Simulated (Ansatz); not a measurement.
Worked example: relaxation of cell and atoms of LaB6 (Pm-3m, 7 atoms in the cell) in Ansatz (an electronic-structure program).

Computed with PBE, PAW files (plane waves; Ansatz).

```xyz
7
Lattice="4.1622 0.0000 0.0000 0.0000 4.1622 0.0000 0.0000 0.0000 4.1622" Properties=species:S:1:pos:R:3 pbc="T T T"
La     0.0000     0.0000     0.0000
B      3.3302     2.0811     2.0811
B      0.8319     2.0811     2.0811
B      2.0811     3.3302     2.0811
B      2.0811     0.8319     2.0811
B      2.0811     2.0811     3.3302
B      2.0811     2.0811     0.8319
```

Reference input (self-consistent single point, DFT, PBE, plane waves, PAW files): basis.ecutwfc = 420 eV; kpoints.mp_grid.grid = 11 11 11; hamiltonian.xc = pbe; hamiltonian.pseudopotentials = {kind: paw} (an earlier, softer set of the program's PAW files); scf.occupations.method = fermi_dirac; scf.occupations.width = 0.05 eV. This run's input differs from it in these lines:

```diff
@@ -23,2 +23,4 @@
   occupations: { method: fermi_dirac, width: 0.05 }
+relax:
+  cell: {}
 output:
```

The program printed (abridged):

```
   [... SCF lines of the steps left out ...]
relax step   1: F+E_penalty+E_count = -7189.72923648 eV  Δ(F+E_penalty+E_count) = +0.000e0 eV  max|allowed force component| = 2.227e-3 eV/Å  Δτ_max = 0.0000 Å  P = -0.929 GPa  Ω = 72.104 Å³  (8 SCF iters, dr2 threshold 1.00e-7 eV, accepted)
relax step   2: F+E_penalty+E_count = -7189.73057277 eV  Δ(F+E_penalty+E_count) = -1.336e-3 eV  max|allowed force component| = 1.721e-2 eV/Å  Δτ_max = 0.0006 Å  P = -0.238 GPa  Ω = 71.809 Å³  energy of the carried Pulay correction = +2.868e-4 eV  (4 [...]
relax step   3: F+E_penalty+E_count = -7189.73073378 eV  Δ(F+E_penalty+E_count) = -1.610e-4 eV  max|allowed force component| = 9.360e-3 eV/Å  Δτ_max = 0.0001 Å  P = -0.014 GPa  Ω = 71.720 Å³  energy of the carried Pulay correction = +3.738e-4 eV  (4 [...]
relax step   4: F+E_penalty+E_count = -7189.73032388 eV  Δ(F+E_penalty+E_count) = +4.099e-4 eV  max|allowed force component| = 9.224e-3 eV/Å  Δτ_max = 0.0000 Å  P = -0.022 GPa  Ω = 71.720 Å³  stress off target by 2.18e-2 GPa  SCF on the basis [...]
basis re-selected at this cell: Δ(F+E_penalty+E_count) = +4.099e-4 eV, ΔP = -0.007 GPa vs the last step
the relaxation is at rest under the 48 symmetry operations that the run kept from its start: a minimum is not shown …
Stability not checked: this state was not tested for a lower state beside it, because too few of the mixer's solves of this state at the end of the SCF gave a …
Free energy (F): -7189.730324 eV
Internal energy: -7189.724613 eV  (E = F + TS)
   [... lines left out ...]
Fermi energy:    12.107102 eV
  cell:  # Å, volume = 71.7200 Å³
   [... lines left out ...]
    - { symbol: B, position: [0.8002393855254383, 0.5, 0.5] }
    - { symbol: B, position: [0.19976061447456162, 0.5, 0.5] }
    - { symbol: B, position: [0.5, 0.8002393855254383, 0.5] }
    - { symbol: B, position: [0.5, 0.19976061447456162, 0.5] }
    - { symbol: B, position: [0.5, 0.5, 0.8002393855254383] }
    - { symbol: B, position: [0.5, 0.5, 0.19976061447456162] }
```

The run converged. 

Summary of the result:
- Free energy E − TS (on the zero of these files) = -7189.7303 eV
- Fermi level (on the code's own zero) = 12.11 eV
- Pressure = -0.02 GPa
- Largest force (vector length) = 0.009 eV/Å
- Final cell = a = b = c = 4.155 Å, α = β = γ = 90.00°
- Final volume per atom = 10.25 Å³
- Relaxation steps = 4

The starting cell comes from a database of computed structures (which also holds hypothetical and non-ambient phases and stackings), without a prior relaxation at this level. Its lattice was rescaled by a random factor within 2.5 % of one. The relaxation keeps the symmetry of its start, so its end need not be a minimum. Ansatz's pressure includes its estimate of the finite-basis (Pulay) stress.

Cost on one core of a shared machine: roughly 40 s.

Keys are those of Ansatz 0.2.
